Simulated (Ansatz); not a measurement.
B (model structure, started from the diamond type, Fd-3m, No. 227, 2 atoms in the cell) was calculated with PBEsol (Ansatz, an electronic-structure program, PAW).

Settings: plane-wave cutoff 520 eV, 24×24×24 k mesh, Fermi–Dirac smearing 0.05 eV, scalar-relativistic PAW data made under PBE.

Cell (relaxed at this level):

```yaml
crystal:
  lattice:
    - [0.00000, 2.01594, 2.01594]
    - [2.01594, 0.00000, 2.01594]
    - [2.01594, 2.01594, 0.00000]
  atoms:
    - { symbol: B, position: [0.25000, 0.25000, 0.25000] }
    - { symbol: B, position: [0.00000, 0.00000, 0.00000] }
```

### Question
Predict the bulk modulus B0.

### Answer

* **bulk modulus B0**: 184 GPa

The run finds no gap.

Note: the bulk modulus is −V dP/dV from two relaxed cells at ±2 % in volume; the relaxation could raise the start's symmetry but not lower it, so the cell can be a saddle point.

The computed numbers hold no vibrational or temperature effects.

A model structure was made by putting elements into a prototype or built by hand; it is no filed structure, need not be a known phase, and can be a saddle point held by its symmetry.
